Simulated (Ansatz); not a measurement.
An Ansatz (a first-principles code) input (DFT with LDA, PAW potentials and a 420 eV plane-wave cutoff in Ansatz, scalar-relativistic without spin-orbit coupling):

Ansatz 0.2 input:
```yaml
crystal:
  lattice:
    - [0, 3.1044495384, 3.1044495384]
    - [3.1044495384, 0, 3.1044495384]
    - [3.1044495384, 3.1044495384, 0]
  atoms:
    - { symbol: Mg, position: [0, 0, 0] }
    - { symbol: Te, position: [0.25, 0.25, 0.25] }
basis: { ecutwfc: 420, ecutrho_ratio: 4, xc_grid: 2, fft_grid_basis: typed }
kpoints: { mp_grid: { grid: [9, 9, 9] } }
hamiltonian:
  xc: lda
  dispersion: none
  pseudopotentials: { kind: paw }
scf: { occupations: { method: fermi_dirac, width: 0.05 }, convergence: { dr2_threshold: 0.0000000002 } }
relax: { f_tol: 0.005, max_steps: 50 }
output: { forces: true, stress: true }
checkpoint: { write: state.ck, write_every: 1000 }
```

Task: Which symmetry and how many k-points will the program report, and about how many plane waves at Γ?

Result: Space group F-43m (ITA 216) with 24 operations, k-points 35 of 729, and 1211 plane waves at Γ.

Task: And the final pressure?

Result: 3.46 GPa (compression positive).

The cells carry an imposed strain or load. No phonon test of stability was made. The cell was made from MgTe in the zinc blende structure (space group F-43m, No. 216) by this change: isotropic strain −2.50 %.
